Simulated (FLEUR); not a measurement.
Input and output of a self-consistent single point for HfC (Fm-3m, 2 atoms in the cell) (FLEUR).

Computed with LDA (Perdew-Zunger), all-electron FLAPW (FLEUR), scalar-relativistic valence run with FLEUR.

```yaml
crystal:
  lattice:
    - [0.00000, 2.32000, 2.32000]
    - [2.32000, 0.00000, 2.32000]
    - [2.32000, 2.32000, 0.00000]
  atoms:
    - { symbol: Hf, position: [0.00000, 0.00000, 0.00000] }
    - { symbol: C, position: [0.50000, 0.50000, 0.50000] }
```

Reference input (self-consistent single point, DFT, PBE, all-electron FLAPW (FLEUR), scalar-relativistic valence): Kmax = 4.1 1/bohr; GmaxXC = 16.4 1/bohr; xcFunctional = pbe; jspins = 1; l_soc = F; mode = hist; fermiSmearingEnergy = 0.00367493 Htr; mesh (inpgen div1-3) = 10 10 10; inpgen gamma flag = true; Gmax = 16.4 1/bohr; numbands = 0; maxIterBroyd = 15. This run's input differs from it in these lines:

```diff
@@ -14,2 +14,3 @@
 &comp jspins=1 /
+&exco xctyp='pz' /
 &kpt div1=10 div2=10 div3=10 gamma=t /
@@ -26,3 +27,3 @@
       <coreElectrons ctail="T" frcor="F" kcrel="0" coretail_lmax="0"/>
-      <xcFunctional name="pbe" relativisticCorrections="F"/>
+      <xcFunctional name="pz" relativisticCorrections="F"/>
       <magnetism jspins="1"/>
```

Log, with long lists cut:

```
 Iteration:     1   Distance:      24.75672073 me/bohr^3
 Iteration:     2   Distance:      20.79821058 me/bohr^3
 Iteration:     3   Distance:       8.17956580 me/bohr^3
 Iteration:     4   Distance:       5.59253895 me/bohr^3
 Iteration:     5   Distance:       3.79154432 me/bohr^3
   [... 6 lines left out ...]
 Iteration:    12   Distance:       0.00182449 me/bohr^3
 Iteration:    13   Distance:       0.00010905 me/bohr^3
 Iteration:    14   Distance:       0.00003594 me/bohr^3
 Iteration:    15   Distance:       0.00000532 me/bohr^3
 Run finished successfully
 Stop message:
   Structural relaxation: Done

[file out, last iteration]
             iter=     16
[...]
          total density-effective poten   -2.6146319689E+04
          total charge density-energy d   -3.0596392156E+02
 Updated energy parameters for spin:           1
[...]
 fermi energy and band-weighting factors:

[...]
FERMIE:
          first approx. to ef    (T=0)  :   0.457897 htr   (energy of the highest occ. eigenvalue)
          number of occ. states  (T=0)  :        704
          first approx. to seigv (T=0)  :  -4.345549 htr
          sum of weights of occ. states :  15.006000
          sum of semicore charge        :   0.000000 e
FERHIS:  Fermi-Energy by histogram:
          bandgap                     :   0.004716 htr
   [... lines left out ...]
          charge neutrality (T=0)     :   0.012000    (zero if the highest occ. eigenvalue is "entirely" occupied)
     EF_NEWTON:  Adjust Fermi-Energy by Newton-Method.
 Direct bandgap for spin            1 :    1.4091809841817904E-002  Htr
 ---->    free energy=                    -15126.7074180763 htr
   [... lines left out ...]
      extrapolation for T->0
 ---->    total electron energy=          -15126.7072150893 htr
 ***** TOTAL FORCES ON ATOMS *****
 TOTAL FORCE FOR ATOM TYPE=  1  X=  0.000   Y=  0.000   Z=  0.000
                       FX_TOT= 0.000000 FY_TOT= 0.000000 FZ_TOT= 0.000000
 TOTAL FORCE FOR ATOM TYPE=  2  X=  4.384   Y=  4.384   Z=  4.384
                       FX_TOT= 0.000000 FY_TOT= 0.000000 FZ_TOT= 0.000000
 Structural relaxation: Done
```

The run converged in 15 iterations. FLEUR gives forces in its relaxation mode, with a further iteration, so its stop message speaks of a relaxation. 

The starting cell has typed, rounded lattice constants, without a prior relaxation at this level. Spin-orbit coupling is off. Values depend on the basis (sphere radii, cutoffs, local orbitals), which need not be converged. The log's line on a gap gives a spacing of levels on this mesh, which the program prints for metals too.
